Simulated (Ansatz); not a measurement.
Take InSe in the beta-GaS type structure (space group P6_3/mmc, No. 194; a = 4.032 Å, c = 16.764 Å; layered, stacked along the Cartesian z axis) as the base. Axes: x lies along a and z along c of the hexagonal cell.

Computed with PBE-D3(BJ) (Ansatz, an electronic-structure program), without spin-orbit coupling.

Modification: uniaxial strain ε_zz = +4.47 %, all other strain components held at zero; the atoms relax in the strained cell.

Problem. Predict the stress tensor and what it implies for the stiffness.

Solution. Stress of the strained cell less that of the base (GPa, compression positive):
```
  -0.33    0.00    0.00
   0.00   -0.33    0.00
   0.00    0.00   -1.05
```

Then −Δσ_ii/ε with ε = 0.0447 gives secant stiffness values (nonlinear terms included at this strain): C33 ≈ 23 GPa, C13 ≈ 7.5 GPa and C23 ≈ 7.5 GPa.

As a check, the harmonic strain energy −½ V₀ Δσ:ε is 4.3 meV/atom; the computed energy rise is 5.1 meV/atom.

Stability against distortions was not tested.
